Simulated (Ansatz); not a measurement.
The starting structures come from a database of crystals and need not be the phases stable at ambient conditions.

Input:

```xyz
18
Lattice="8.9954 -0.0410 -0.0293 4.2848 7.9094 -0.0293 1.5702 -4.4404 2.5068" Properties=species:S:1:pos:R:3 pbc="T T T"
Mg    10.6514     2.7183     1.9413
Mg     3.2156     0.1271     1.9706
Mg     4.7858    -2.5352     1.9875
Si     7.8619     2.8679     0.1555
Si     6.2917     5.5180     0.1555
H      1.0032     0.5944     0.4245
H      6.8517    -1.3111     1.0513
H      5.3604     1.2958     0.9254
H      3.7114     4.0791     0.9254
O      1.7831     1.0564     0.7545
O      9.1571     3.6352     0.7035
O      7.5869     6.2854     0.7035
O      7.3169     1.7263     1.2328
O      5.0287     5.5883     1.2328
O      8.1690    -0.5306     2.3792
O      4.5326     0.8861     0.6328
O      2.9543     3.5498     0.6328
O     10.3795     6.1497     0.6164
```

Space group of this cell: P31m. The cell was relaxed by PBE-D3(BJ); by PBEsol its mean pressure is -0.6 GPa.

Transport runs along the normal of the first two printed cell vectors, the (111) plane of the conventional cell.

No gap correction and no spin-orbit coupling; mid-gap values are interpolated between computed energies.

Problem. Predict the band gap and the smallest decay constant κ at mid-gap from PBEsol in Ansatz (a program for electronic structure).

Solution. Gap 4.21 eV on a 12×12×12 mesh; κ = 0.374 1/Å, at the zone centre.
